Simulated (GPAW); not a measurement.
Input and output of a self-consistent single point for BaC2 (C2/c, 6 atoms in the cell) (GPAW)

Method: PBEsol, GPAW PAW datasets PBEsol (made by gpaw-setup) (plane waves; GPAW 25.7.0).

The input file:

```python
from ase import Atoms
from ase.units import GPa
from gpaw import GPAW

atoms = Atoms(['Ba', 'Ba', 'C', 'C', 'C', 'C'],
              cell=[[3.774928, -2.353990, 0.000000],
                    [3.774928, 2.353990, 0.000000],
                    [-2.839154, 0.000000, 7.713893]],
              scaled_positions=[[0.810210, 0.189790, 0.250000],
                                [0.189790, 0.810210, 0.750000],
                                [0.585970, 0.893270, 0.445530],
                                [0.414030, 0.106730, 0.554470],
                                [0.106730, 0.414030, 0.054470],
                                [0.893270, 0.585970, 0.945530]],
              pbc=True)

calc = GPAW(mode={'name': 'pw', 'ecut': 900},
            xc='PBEsol',
            kpts=(5, 5, 3),
            occupations={'name': 'fermi-dirac', 'width': 0.05},
            nbands=-4,
            convergence={'bands': -2},
            symmetry={'symmorphic': False, 'tolerance': 0.0005},
            maxiter=100)

atoms.calc = calc

energy = atoms.get_potential_energy()
print('Energy (eV):', round(energy, 6))
forces = atoms.get_forces()
print('Forces (eV/Ang):')
print(forces.round(5))
stress = atoms.get_stress()
print('Stress (GPa, Voigt):', (stress / GPa).round(4))
```

Log, with long lists cut:

```
Input parameters:
  convergence: {bands: -2}
  kpts: [5 5 3]
  maxiter: 100
  mode: {ecut: 900,
         name: pw}
  nbands: -4
  occupations: {name: fermi-dirac,
                width: 0.05}
  symmetry: {symmorphic: False,
             tolerance: 0.0005}
  xc: PBEsol

species:
  Ba:
    name: Barium
    Z: 56.0
    valence: 10
    core: 46
    charge: 0.0
    file: Ba.PBEsol.gz

    # Using partial waves for Ba as LCAO basis

  C:
    name: Carbon
    Z: 6.0
    valence: 4
    core: 2
    charge: 0.0
    file: C.PBEsol.gz

    # Using partial waves for C as LCAO basis

Reference energy: -446473.303915  # eV

Spin-paired calculation

Convergence criteria:
 Maximum [total energy] change in last 3 cyles: 0.0005 eV / valence electron
 Maximum integral of absolute [dens]ity change: 0.0001 electrons / valence electron
 Maximum integral of absolute [eigenst]ate change: 4e-08 eV^2 / valence electron
 Maximum number of scf [iter]ations: 100

Symmetries present (total): 4
Symmetries with fractional translations: 2
75 k-points: 5 x 5 x 3 Monkhorst-Pack grid
24 k-points in the irreducible part of the Brillouin zone
       k-points in crystal coordinates                weights
   0:     0.00000000    0.00000000    0.00000000          1/75
   1:     0.00000000    0.00000000    0.33333333          2/75
   2:     0.20000000   -0.20000000    0.00000000          2/75
   [... 7 lines left out ...]
          ...
  23:     0.40000000    0.40000000    0.33333333          2/75

Wave functions: Plane wave expansion
  Cutoff energy: 900.000 eV
  Number of coefficients (min, max): 8383, 8444
  Pulay-stress correction: 0.000000 eV/Ang^3 (de/decut=0.000000)

Occupation numbers: Fermi-Dirac:
  width: 0.0500  # eV

Eigensolver

Densities:
  Coarse grid: 32*32*60 grid
  Fine grid: 64*64*120 grid
  Total Charge: 0.000000

Density mixing:
  Method: separate
  Backend: pulay
  Linear mixing parameter: 0.05
  old densities: 5
  Damping of long wavelength oscillations: 50

Hamiltonian:
  XC and Coulomb potentials evaluated on a 64*64*120 grid
  External potential:
    NoExternalPotential

XC parameters: PBEsol with 2 nearest neighbor stencil

Number of atoms: 6
Number of atomic orbitals: 26
Number of bands in calculation: 22
Number of valence electrons: 36
Bands to converge: 20

Density initialized from atomic densities
  22 bands from LCAO basis set

Atomic positions and initial magnetic moments

Positions:
   0 Ba     3.065139   -1.460462    1.928473    ( 0.0000,  0.0000,  0.0000)
   1 Ba     1.645563    1.460462    5.785420    ( 0.0000,  0.0000,  0.0000)
   2 C      4.319096    0.723381    3.436771    ( 0.0000,  0.0000,  0.0000)
   3 C      0.391606   -0.723381    4.277122    ( 0.0000,  0.0000,  0.0000)
   4 C      1.811183    0.723381    0.420176    ( 0.0000,  0.0000,  0.0000)
   5 C      2.899519   -0.723381    7.293717    ( 0.0000,  0.0000,  0.0000)

Unit cell:
           periodic     x           y           z      points  spacing
  1. axis:    yes    3.774928   -2.353990    0.000000    32     0.1225
  2. axis:    yes    3.774928    2.353990    0.000000    32     0.1225
  3. axis:    yes   -2.839154    0.000000    7.713893    60     0.1286

  Lengths:   4.448747   4.448747   8.219790
  Angles:  107.042968 107.042968  63.894125

Effective grid spacing dv^(1/3) = 0.1307

     iter     time        total  log10-change:
                         energy   eigst   dens
iter:   1 --:--:--   -47.507781   +0.47
iter:   2 --:--:--   -46.342001   -0.25  -0.85
iter:   3 --:--:--   -41.808179   +0.44  -0.90
iter:   4 --:--:--   -41.838945   -0.62  -1.32
iter:   5 --:--:--   -51.665490   +0.31  -1.32
iter:   6 --:--:--   -41.690578   +0.26  -0.76
iter:   7 --:--:--   -41.799696   -0.98  -1.83
iter:   8 --:--:--   -41.833802   -1.64  -2.07
iter:   9 --:--:--   -41.815635   -1.84  -1.96
iter:  10 --:--:--   -41.818826   -2.22  -2.26
iter:  11 --:--:--   -41.818966c  -2.56  -2.23
iter:  12 --:--:--   -41.811310c  -2.23  -2.23
iter:  13 --:--:--   -41.813659c  -2.89  -2.69
iter:  14 --:--:--   -41.810944c  -2.97  -2.49
iter:  15 --:--:--   -41.810851c  -3.20  -3.02
iter:  16 --:--:--   -41.810820c  -3.57  -3.34
iter:  17 --:--:--   -41.810816c  -3.74  -3.48
iter:  18 --:--:--   -41.810821c  -3.86  -3.58
iter:  19 --:--:--   -41.810847c  -4.06  -3.59
iter:  20 --:--:--   -41.810864c  -4.35  -3.47
iter:  21 --:--:--   -41.810815c  -4.33  -3.35
iter:  22 --:--:--   -41.810815c  -4.69  -4.27c
iter:  23 --:--:--   -41.810815c  -4.61  -4.32c
iter:  24 --:--:--   -41.810815c  -4.79  -4.36c
iter:  25 --:--:--   -41.810816c  -4.83  -4.42c
iter:  26 --:--:--   -41.810815c  -4.95  -4.20c
iter:  27 --:--:--   -41.810815c  -5.01  -4.50c
   [... 15 lines left out ...]
iter:  43 --:--:--   -41.810815c  -6.85  -6.50c
iter:  44 --:--:--   -41.810815c  -6.89  -6.52c
iter:  45 --:--:--   -41.810815c  -7.05  -6.63c
iter:  46 --:--:--   -41.810815c  -7.15  -6.62c
iter:  47 --:--:--   -41.810815c  -7.24  -6.73c
iter:  48 --:--:--   -41.810815c  -7.42c -6.90c

Converged after 48 iterations.

Dipole moment: (0.000000, 0.000000, -0.000000) |e|*Ang

Energy contributions relative to reference atoms: (reference = -446473.303915)

Kinetic:        +41.738566
Potential:      -39.986507
External:        +0.000000
XC:             -43.541039
Entropy (-ST):   -0.000000
Local:           -0.021835
SIC:             +0.000000
--------------------------
Free energy:    -41.810815
Extrapolated:   -41.810815

Showing only first 2 kpts
 Kpt  Band  Eigenvalues  Occupancy
  0    16      2.93368    2.00000
  0    17      3.47895    2.00000
  0    18      6.42111    0.00000
  0    19      7.33462    0.00000

  1    16      3.15935    2.00000
  1    17      3.52186    2.00000
  1    18      6.67717    0.00000
  1    19      7.38950    0.00000

Fermi level: 4.68986

Gap: 2.193 eV
Transition (v -> c):
  (s=0, k=15, n=17, [0.40, 0.00, -0.33]) -> (s=0, k=22, n=18, [0.40, 0.40, 0.00])
Direct/indirect transitions are different
Direct gap: 2.239 eV
Transition at: (s=0, k=22, n=17, [0.40, 0.40, 0.00])
Energy (eV): -41.810815

Forces in eV/Ang:
  0 Ba    0.00000   -0.03674    0.00000
  1 Ba    0.00000    0.03674    0.00000
  2 C     0.17744   -0.94079   -0.86747
  3 C    -0.17744    0.94079    0.86747
  4 C    -0.17744   -0.94079    0.86747
  5 C     0.17744    0.94079   -0.86747

Stress tensor:
     0.002493     0.000000     0.001730
     0.000000    -0.009929     0.000000
     0.001730     0.000000    -0.007696
Stress (GPa, Voigt): [ 0.3994 -1.5908 -1.233   0.      0.2771  0.    ]
```

The run converged in 48 iterations. GPAW prints stress with tension positive.

At such cutoffs GPAW's stress carries a finite-basis (Pulay) error, which enters relaxed cells too; its log prints stress with tension positive.

The starting cell comes from a database of computed structures (which also holds hypothetical and non-ambient phases and stackings), without a prior relaxation at this level. Its lattice was rescaled by a random factor within 2.5 % of one. Forces in this geometry exceed 1 eV/Å.

Cost on one core of a shared machine: roughly 7 min.
